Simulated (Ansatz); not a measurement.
# Si, pressure series

Start from Si in the diamond structure (space group Fd-3m, No. 227; a = 5.444 Å).

Cell and atoms are relaxed at each pressure.

All numbers come from r2SCAN in Ansatz (plane waves to 500 eV, PAW, without spin-orbit coupling).

Candidates:
(a) pressure 10 GPa
(b) pressure −1 GPa
(c) pressure 0.7 GPa
(d) pressure 3 GPa

Before the change:

The band gap is 0.78 eV.

Task: Order them by band gap, lowest first.

Result: (a) pressure 10 GPa (0.61 eV), (d) pressure 3 GPa (0.72 eV), (c) pressure 0.7 GPa (0.76 eV), (b) pressure −1 GPa (0.79 eV)

Load acts through the strain it causes; cell and atoms are relaxed under it. Stability against distortions was not tested. Tetrahedral semiconductors of this kind turn to denser phases somewhere between about 1 and 50 GPa; those were not computed, so compressed cells here can lie past the real transition.

Ansatz is a quantum-chemistry and plane-wave program.
